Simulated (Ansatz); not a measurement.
An Ansatz (a program for electronic structure) input (r2SCAN/PAW in Ansatz, spin-orbit coupling left out):

Ansatz 0.2 input:
```yaml
crystal:
  lattice:
    - [4.1340144293, 0, 0]
    - [2.0670072147, 3.5801615154, 0]
    - [2.0670072147, -1.1933871718, 1.7396323625]
  atoms:
    - { symbol: Al, position: [0, 0, 0] }
    - { symbol: Ru, position: [0, 0.5, 0.5] }
basis: { ecutwfc: 500, ecutrho_ratio: 4, xc_grid: 4, fft_grid_basis: typed }
kpoints: { mp_grid: { grid: [19, 19, 19] } }
hamiltonian:
  xc: r2scan
  dispersion: none
  pseudopotentials: { kind: paw }
scf: { occupations: { method: fermi_dirac, width: 0.1 } }
relax: { f_tol: 0.005, max_steps: 50, cell: { stress_tol: 0.01, fix: [a, b, gamma] } }
output: { forces: true, stress: true }
checkpoint: { write: state.ck, write_every: 1000 }
```

Problem. Which symmetry and how many k-points will the program report, and about how many plane waves at Γ?

Solution. Space group R-3m (ITA 166) with 12 operations, k-points 670 of 6859, and 643 plane waves at Γ.

Problem. And the final pressure?

Solution. 6.35 GPa (compression positive).

The cells carry an imposed strain or load. Stability against distortions was not tested. The final runs are not spin-polarised. The cell was made from AlRu in the CsCl type structure (space group Pm-3m, No. 221) by this change: biaxial strain −2.01 %, plane normal [111], relaxed out of plane.
